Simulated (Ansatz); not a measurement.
Start from WS₂ in the 2H-MoS2 type structure (space group P6_3/mmc, No. 194; a = 3.1541 Å, c = 12.1373 Å; layered, stacked along the Cartesian z axis).

(Cell as relaxed with PBE-D3(BJ).)

Levels (all Ansatz, a first-principles code, PAW): PBE-D3(BJ) (420 eV, spin-orbit coupling left out); PBEsol-D3(BJ) (420 eV, scalar-relativistic without spin-orbit coupling).

Each level relaxes its own structure.

```csv
base,PBE-D3(BJ),PBEsol-D3(BJ)
volume per atom,17.43 Å³,16.49 Å³
lattice parameter a,3.154 Å,3.115 Å
band gap,0.88 eV,0.65 eV
```

Perturbation: a hydrostatic pressure of 4.2 GPa.

```tsv
quantity	PBE-D3(BJ)	PBEsol-D3(BJ)
c/a ratio	3.739	?
band gap	0.64 eV	?
smallest direct gap	1.92 eV	?
```

**Question.** Predict the PBEsol-D3(BJ) column.

**Answer.** 
- c/a ratio, PBEsol-D3(BJ): 3.711
- band gap, PBEsol-D3(BJ): 0.44 eV
- smallest direct gap, PBEsol-D3(BJ): 1.86 eV

PBE-D3(BJ)'s c/a ratio lies 0.028 above PBEsol-D3(BJ)'s; PBE-D3(BJ)'s band gap lies 0.20 eV above PBEsol-D3(BJ)'s; PBE-D3(BJ)'s smallest direct gap lies 0.06 eV above PBEsol-D3(BJ)'s. Neither level is exact; PBEsol-D3(BJ) is the comparison here, not a measurement.

Spin-orbit coupling, missing from the scalar runs, can matter with W. Load acts through the strain it causes; cell and atoms are relaxed under it. Whether these cells are dynamically stable was not tested.
